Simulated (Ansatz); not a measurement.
**PbTe, thickness series**

Start from PbTe in the rock salt structure (space group Fm-3m, No. 225).

```
CELL_PARAMETERS angstrom
      0.00000     3.22119     3.22119
      3.22119     0.00000     3.22119
      3.22119     3.22119     0.00000
ATOMIC_POSITIONS crystal
  Te 0.00000 0.00000 0.00000
  Pb 0.50000 0.50000 0.50000
```

Cartesian axes are those of the cell as printed.

Free-standing slabs (2 atom(s) a layer) normal to the z axis with 15 Å of vacuum; in-plane cell held at bulk.

Method: PBEsol, PAW, 420 eV (Ansatz, a program for electronic structure; without spin-orbit coupling), earlier PAW set.

```csv
case,gap character,band gap,thickness between the outermost nuclei
base,–,0.65 eV,–
1 layer,direct at X,0.35 eV,–
2 layers,"direct at k = (0, 0.429, 0) in the run's primitive reciprocal basis",1.17 eV,3.32 Å
3 layers,direct at X,0.79 eV,6.37 Å
4 layers,"direct at k = (0, 0.429, 0) in the run's primitive reciprocal basis",1.05 eV,9.76 Å
5 layers,direct at X,0.78 eV,12.87 Å
6 layers,"direct at k = (0, 0.429, 0) in the run's primitive reciprocal basis",0.94 eV,16.17 Å
7 layers,direct at X,0.74 eV,19.35 Å
```

With Pb and Te present, leaving out spin-orbit coupling can change the band edges. Stability against distortions was not tested. Labels are those of the standard path for the cell's own space group.
